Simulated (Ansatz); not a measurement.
Given:

```xyz
2
Lattice="3.9427 0.0000 0.0000 1.9714 3.4145 0.0000 1.9714 -1.1382 3.1838" Properties=species:S:1:pos:R:3 pbc="T T T"
N      3.9427     2.2763     0.7913
La     0.0000     0.0000     0.0047
```

No spin polarisation.

A single point on hypothetical zinc blende LaN with a change (biaxial strain +0.53 %, plane normal [111], relaxed out of plane), its geometry relaxed with PBEsol.

Computed with r2SCAN in Ansatz (plane waves to 500 eV, PAW, no spin-orbit coupling). Settings: 10×10×10 k-points, 0.05 eV Fermi–Dirac smearing.

### Question
Estimate the electron mass.

### Answer
0.41 mₑ (at Γ).

### Question
What gap character does the calculation give?

### Answer
Indirect, F → Γ.

### Question
What is the computed smallest direct gap?

### Answer
2.55 eV.

### Question
What is the computed band gap?

### Answer
1.52 eV.

Single points use the geometry relaxed with PBEsol. Masses are band curvatures over ±0.01 Å⁻¹ around the edge. Stability against distortions was not tested. The cell was made from LaN in the zinc blende structure (space group F-43m, No. 216; a hypothetical phase, not in the database extracts checked) by this change: biaxial strain +0.53 %, plane normal [111], relaxed out of plane.

Ansatz is a program for electronic structure.
